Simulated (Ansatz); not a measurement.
Base system: HfO₂ in the CdI2 type structure (space group P-3m1, No. 164; a hypothetical phase, not in the database extracts checked; layered, stacked along the Cartesian z axis).

```cif
data_HfO2
_chemical_formula_sum 'Hf1 O2'
_space_group_name_H-M_alt 'P-3m1'
_space_group_IT_number 164
_space_group_name_Hall '-P 3 2"'
_cell_length_a 3.22663
_cell_length_b 3.22663
_cell_length_c 4.55621
_cell_angle_alpha 90.000
_cell_angle_beta 90.000
_cell_angle_gamma 120.000
loop_
_atom_site_label
_atom_site_type_symbol
_atom_site_symmetry_multiplicity
_atom_site_Wyckoff_symbol
_atom_site_fract_x
_atom_site_fract_y
_atom_site_fract_z
_atom_site_occupancy
Hf1 Hf 1 a 0.00000 0.00000 0.00000 1
O1 O 2 d 0.33333 0.66667 0.21083 1
```

All numbers come from r2SCAN+rVV10 in Ansatz (plane waves to 500 eV, PAW, scalar-relativistic without spin-orbit coupling).

For the base:

Gap between the host's bands: 4.92 eV
Gap character: indirect, K–Γ (71 % along) → K

The change: electron doping at 1.5×10^21 cm⁻³ (0.0616 per cell), with a uniform compensating background at fixed cell and a 300 K Fermi–Dirac width.

### Question
How does this affect the gap between the host's bands, Fermi level from band edge and gap character?

### Answer
The gap between the host's bands increases by 0.02 eV, from 4.92 eV to 4.94 eV; the Fermi level relative to the doped band's edge (positive inside the band; to 0.05 eV) comes out as +0.10 eV; the gap character stays indirect, K–Γ (71 % along) → K.

Carriers are added with a uniform compensating background; total energy and stress of such cells depend on the potential's zero and are not compared; many-body gap narrowing is missing at this level. With Hf present, leaving out spin-orbit coupling can change the band edges. No phonon test of stability was made.

Ansatz is a quantum-chemistry and plane-wave program.
